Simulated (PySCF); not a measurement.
PySCF 2.14.0, unrestricted TPSSH/def2-svpd, df: Sb(F)3 cation ([F][Sb]([F])[F]), charge +1, multiplicity 2, 4 atoms. The geometry is a generated start, not checked to be a minimum at this level.

```yaml
task: energy
method: tpssh
basis: def2-svpd
two_electron_scheme: density fitting
mol.max_memory: 3000 MB
mf.max_cycle: 100
mf.conv_tol: 1e-09 (default)
mf.grids.level: 3 (default)
effective_core_potentials: those of the basis set, past Kr
basis_functions: 101
grid_points: 64744
```

```xyz
4

Sb     0.0117    -0.0029     0.8721
F     -1.2520    -0.9409    -0.2806
F     -0.2029     1.5514    -0.2855
F      1.4433    -0.6076    -0.3060
```

Charge 1 and multiplicity 2 are set for this test and not shown to be the ground state.

With the defaults (mf.DIIS = CDIIS, mf.diis_space = 8, mf.level_shift = 0, mf.diis = true, newton = off, mf.init_guess = minao, mf.damp = 0, mf.diis_start_cycle = 1) it converges in 16 Fock builds. One run each on 2 threads, 1 BLAS thread, with these changes:
- newton = Hessian by the SCF's own integrals
- mf.init_guess = mod_huckel
- mf.diis_space = 12
- mf.DIIS = EDIIS
- mf.init_guess = 1e
- mf.diis_space = 3
- mf.level_shift = 0.3 Hartree
- mf.diis = false
- mf.damp = 0.3, mf.diis_start_cycle = 4

Q: Which of these changes keep the SCF from converging, or lead it to another solution?

A: No convergence: mf.DIIS = EDIIS; mf.diis_space = 3; mf.level_shift = 0.3 Hartree; mf.diis = false (the run ends without SCF convergence in 100 cycles). Another solution: newton = Hessian by the SCF's own integrals (690 meV higher). The rest reach the solution of the defaults.

| setting | Fock builds | end |
|---|---|---|
| the defaults | 16 | same solution |
| mf.diis_space = 12 | 16 | same solution |
| mf.init_guess = mod_huckel | 17 | same solution |
| mf.damp = 0.3, mf.diis_start_cycle = 4 | 25 | same solution |
| mf.init_guess = 1e | 26 | same solution |
| newton = Hessian by the SCF's own integrals | 63 | other solution, 690 meV higher |
| mf.DIIS = EDIIS | 101 | no convergence |
| mf.diis_space = 3 | 101 | no convergence |
| mf.level_shift = 0.3 Hartree | 101 | no convergence |
| mf.diis = false | 101 | no convergence |

Under newton the count holds the products with the orbital Hessian.
